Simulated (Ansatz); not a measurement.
The parent structure is ZnS in the zinc blende structure (space group F-43m, No. 216; a = 5.389 Å). Axes: x, y, z lie along the cube axes.

All numbers come from r2SCAN (Ansatz, a quantum-chemistry and plane-wave program; PAW; 500 eV plane waves; scalar-relativistic without spin-orbit coupling).

Before the change:

| Item | Value |
|---|---|
| Electron mass | 0.19 mₑ (at Γ) |
| Valley order | Γ 2.70 eV; X along ⟨100⟩ 3.71 eV; L along ⟨111⟩ 3.82 eV |
| Valence-band top at Γ | 0.00, 0.00, 0.00 eV |

It is then changed as follows: the cell is stretched by 1.00 % along z with no lateral relaxation; the atoms relax in the strained cell.

Task: What happens to the electron mass, valley order and valence-band top at Γ?

Result: The electron mass stays 0.19 mₑ (at Γ); the valley order (the lowest conduction-band minima on the path, energy above the VBM, named in the base's zone) becomes Γ 2.64 eV; X along [010] 3.70 eV; X along [001] 3.75 eV; L along [111] 3.79 eV (base: Γ 2.70 eV; X along ⟨100⟩ 3.71 eV; L along ⟨111⟩ 3.82 eV); the valence-band top at Γ (three highest levels, from the VBM) goes from 0.00, 0.00, 0.00 eV to 0.00, 0.00, -0.04 eV.

The levels and masses belong to the bands next to the band gap. Effective masses come from finite differences of ±0.01 Å⁻¹. Stability against distortions was not tested.
